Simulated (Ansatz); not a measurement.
Results of r²SCAN in Ansatz (plane waves, PAW) for Fe3Co (P4/mmm, No. 123, 4 atoms in the cell; start mp-601820).

Run with plane-wave cutoff 560 eV, 14×14×20 k mesh (along the axes of the cell as run), Fermi–Dirac smearing 0.05 eV, spin-polarised start, scalar-relativistic PAW data made under PBE.

Cell (relaxed at this level):

```cif
data_CoFe3
_chemical_formula_sum 'Fe3 Co1'
_space_group_name_H-M_alt 'P4/mmm'
_space_group_IT_number 123
_space_group_name_Hall '-P 4 2'
_cell_length_a 4.02226
_cell_length_b 4.02226
_cell_length_c 2.83341
_cell_angle_alpha 90.000
_cell_angle_beta 90.000
_cell_angle_gamma 90.000
loop_
_atom_site_label
_atom_site_type_symbol
_atom_site_symmetry_multiplicity
_atom_site_Wyckoff_symbol
_atom_site_fract_x
_atom_site_fract_y
_atom_site_fract_z
_atom_site_occupancy
Fe1 Fe 1 c 0.50000 0.50000 0.00000 1
Fe2 Fe 2 e 0.00000 0.50000 0.50000 1
Co1 Co 1 a 0.00000 0.00000 0.00000 1
```

Question: Give the computed bulk modulus B0.

Answer: 
- bulk modulus B0 = 197 GPa

The run finds no gap.

Note: the magnetic order was assumed, not searched for or taken from measurement; the bulk modulus is −V dP/dV from two relaxed cells at ±2 % in volume; the relaxation could not lower the start's symmetry, so the cell can be a saddle point above a distorted one.

The result took around 9 core-minutes (rough).

A start named mp-… is a Materials Project structure, which need not be a measured phase.

Ansatz is a first-principles code.
